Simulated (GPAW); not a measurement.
A self-consistent single point of CdS (F-43m, 2 atoms in the cell) with GPAW.

Method of the run: LDA (Perdew-Wang 92), GPAW PAW datasets LDA (gpaw-data 1.0.1) (plane waves; GPAW).

```yaml
crystal:
  lattice:
    - [0.00000, 2.94295, 2.94295]
    - [2.94295, 0.00000, 2.94295]
    - [2.94295, 2.94295, 0.00000]
  atoms:
    - { symbol: Cd, position: [0.00000, 0.00000, 0.00000] }
    - { symbol: S, position: [0.25000, 0.25000, 0.25000] }
```

Reference input (self-consistent single point, DFT PBE, plane waves, GPAW PAW datasets PBE (gpaw-data 1.0.1)): mode = pw; ecut = 600 eV; xc = PBE; kpts = 5 5 5; mesh shift (steps) = 0 0 0; occupations.name = fixed-uniform; nbands = -4; convergence.density = 1e-05 e/electron; convergence.energy = 1e-05 eV/electron; convergence.bands = -2; symmetry.symmorphic = false; symmetry.tolerance = 0.0005. This run's input differs from it in these lines:

```diff
@@ -13,3 +13,3 @@
 calc = GPAW(mode={'name': 'pw', 'ecut': 600},
-            xc='PBE',
+            xc='LDA',
             kpts=(5, 5, 5),
```

Its files differ too (potentials: GPAW PAW datasets LDA (gpaw-data 1.0.1)).

The program printed (abridged):

```
     iter     time        total  log10-change:
                         energy   eigst   dens
iter:   1 --:--:--    -8.052288   +0.59
iter:   2 --:--:--    -7.956917   -0.47  -1.15
iter:   3 --:--:--    -7.593783   -1.02  -1.19
iter:   4 --:--:--    -7.590442   -2.42  -1.56
iter:   5 --:--:--    -7.606758   -2.35  -1.57
iter:   6 --:--:--    -7.574665   -2.61  -1.93
iter:   7 --:--:--    -7.574902   -4.12  -2.80
iter:   8 --:--:--    -7.573717   -3.56  -2.81
iter:   9 --:--:--    -7.573776   -4.58  -3.26
iter:  10 --:--:--    -7.573791c  -5.46  -3.37
iter:  11 --:--:--    -7.573706c  -4.75  -3.42
iter:  12 --:--:--    -7.573698c  -5.94  -3.55
iter:  13 --:--:--    -7.573698c  -6.72  -4.39
iter:  14 --:--:--    -7.573697c  -7.63c -4.41
iter:  15 --:--:--    -7.573697c  -8.81c -4.42
iter:  16 --:--:--    -7.573697c  -7.77c -4.48
iter:  17 --:--:--    -7.573697c  -7.36  -4.38
iter:  18 --:--:--    -7.573697c  -8.35c -4.46
iter:  19 --:--:--    -7.573697c  -8.33c -4.49
iter:  20 --:--:--    -7.573697c  -8.86c -5.09c
Converged after 20 iterations.

Dipole moment: (-2.644718, -2.644718, -2.644718) |e|*Ang

Energy contributions relative to reference atoms: (reference = -162860.550595)

Kinetic:        +12.526498
Potential:      -11.609871
External:        +0.000000
XC:              -8.610104
Entropy (-ST):   +0.000000
Local:           +0.119779
SIC:             +0.000000
--------------------------
Free energy:     -7.573697
Extrapolated:    -7.573697

Showing only first 2 kpts
 Kpt  Band  Eigenvalues  Occupancy
  0     7      3.04328    2.00000
  0     8      3.04328    2.00000
  0     9      3.82696    0.00000
  0    10      9.34384    0.00000

  1     7      2.32417    2.00000
  1     8      2.32417    2.00000
  1     9      5.88757    0.00000
  1    10      8.00414    0.00000

Fermi level: 3.43512

Gap: 0.784 eV
Transition (v -> c):
  (s=0, k=0, n=8, [0.00, 0.00, 0.00]) -> (s=0, k=0, n=9, [0.00, 0.00, 0.00])
No difference between direct/indirect transitions
Energy (eV): -7.573697

Forces in eV/Ang:
  0 Cd    0.00000   -0.00000    0.00000
  1 S     0.00000   -0.00000    0.00000

Stress tensor:
     0.025401     0.000000    -0.000000
     0.000000     0.025401     0.000000
    -0.000000     0.000000     0.025401
Stress (GPa, Voigt): [ 4.0697  4.0697  4.0697  0.     -0.      0.    ]
```

The run converged in 20 iterations. GPAW prints stress with tension positive. Against the reference run the pressure goes from 0.95 to -4.07 GPa and the gap on the mesh goes from 1.065 to 0.784 eV.

The starting cell comes from a database of computed structures (which also holds hypothetical and non-ambient phases and stackings), without a prior relaxation at this level. With a pressure of about -4 GPa the cell is away from its equilibrium volume at this level.
